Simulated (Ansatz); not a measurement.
Base system: CdTe in the zinc blende structure (space group F-43m, No. 216; a = 6.409 Å). Axes: x, y, z lie along the cube axes.

Level of theory: LDA (Ansatz, a program for electronic structure), spin-orbit coupling left out.

For the base:

| Property | Result |
|---|---|
| Electron mass | 0.050 mₑ (at Γ) |
| Shortest interatomic distance | 2.775 Å |
| Valley order | Γ 0.61 eV; L along ⟨111⟩ 1.68 eV |

Modification: biaxial strain −1.25 %, plane normal [111], relaxed out of plane (Cartesian); in-plane vectors clamped, the third vector and the atoms free.

### Question
Predict the new electron mass, shortest interatomic distance, out-of-plane strain and valley order.

### Answer
The electron mass changes from 0.050 mₑ (at Γ) to 0.053 mₑ (at Γ); the shortest interatomic distance falls by 0.015 Å (2.775 Å → 2.760 Å); the out-of-plane strain amounts to +1.07 %; the valley order (the lowest conduction-band minima on the path, energy above the VBM, named in the base's zone) becomes Γ 0.61 eV; L along [1-11] 1.59 eV; L along [111] 1.82 eV (base: Γ 0.61 eV; L along ⟨111⟩ 1.68 eV).

With Te present, leaving out spin-orbit coupling can change the band edges. The levels and masses belong to the bands next to the band gap. Effective masses come from finite differences of ±0.01 Å⁻¹. Whether these cells are dynamically stable was not tested.
